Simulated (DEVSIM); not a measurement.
Device: Ti/La2O3/p-Si capacitor, at 300 K.

| layer (left to right) | material | thickness (nm) | Na (cm⁻³) |
|---|---|---|---|
| 1 | La2O3 | 2.90 | - |
| 2 | Si | 380 | 2.3e18 |

Metal gate on the left, work function 4.33 eV. Fixed charge at the semiconductor interface 2.2e10 cm⁻² (in units of +e); no interface traps.

This is a model device: material constants are rounded textbook-type values typed into the input, and sizes, dopings and lifetimes were drawn at random. Values at 300 K.

```tsv
parameter	La2O3	Si
gap (eV)	5.8	1.124
affinity (eV)	1.8	4.05
permittivity	27	11.7
Nc (cm⁻³)	-	2.86e19
Nv (cm⁻³)	-	3.1e19
```

Simulated with DEVSIM: 1D Poisson equation in equilibrium, Boltzmann statistics, complete ionisation; no quantum confinement or tunnelling. Metal contacts follow the ideal Schottky-Mott rule: no Fermi-level pinning, no interface dipoles.

The substrate doping was swept, all else fixed.

```tsv
substrate doping (cm^-3)	minimum of the low-frequency capacitance (μF/cm²)	flat-band voltage (V)	threshold voltage (band bending 2φF) (V)
1.2e17	0.122	-0.70	0.16
2.3e17	0.161	-0.72	0.19
4.6e17	?	-0.73	?
1.2e18	0.346	-0.76	0.27
2.3e18	0.453	-0.78	0.32
4.6e18	0.626	-0.80	0.39
```

Task: Complete the blanks.

Result: 
- 4.6e17, minimum of the low-frequency capacitance (μF/cm²): 0.220
- 4.6e17, threshold voltage (band bending 2φF) (V): 0.22
